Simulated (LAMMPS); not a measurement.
Molecular dynamics of ZnO (wurtzite), 432 atoms, at 2700 K and 0 GPa, heated as the crystal.

Model: classical MD, Buckingham potential of Lewis and Catlow, J. Phys. C 18, 1149 (1985), first set, used with rigid ions (no shells), PPPM sums, short-range terms cut at 10 Å, modified for these runs by an r^-4 repulsive force inside the short-range force's maximum (LAMMPS).

Starting crystal:

```cif
data_O2Zn2
_chemical_formula_sum 'Zn2 O2'
_space_group_name_H-M_alt 'P63mc'
_space_group_IT_number 186
_space_group_name_Hall 'P 6c -2c'
_cell_length_a 3.25000
_cell_length_b 3.25000
_cell_length_c 5.21000
_cell_angle_alpha 90.000
_cell_angle_beta 90.000
_cell_angle_gamma 120.000
loop_
_atom_site_label
_atom_site_type_symbol
_atom_site_symmetry_multiplicity
_atom_site_Wyckoff_symbol
_atom_site_fract_x
_atom_site_fract_y
_atom_site_fract_z
_atom_site_occupancy
Zn1 Zn 2 b 0.66667 0.33333 0.00000 1
O1 O 2 b 0.33333 0.66667 0.11800 1
```
(The calculation used a cell of 8 atoms; values per cell refer to that cell.)

Give the first peak of g(r), O-Zn, the state found as this potential yields it.

first peak of g(r), O-Zn: 1.91 Å, height 4.0; state found: crystal; no diffusion seen in 21 ps.

Caution: the potential ionic pair potential lewis1985a is fitted to static crystal properties with a polarisable anion, which is rigid here. Caution: this crystal lies over the measured melting point of 2247 K (one source, unchecked), so it is superheated or the potential melts high.
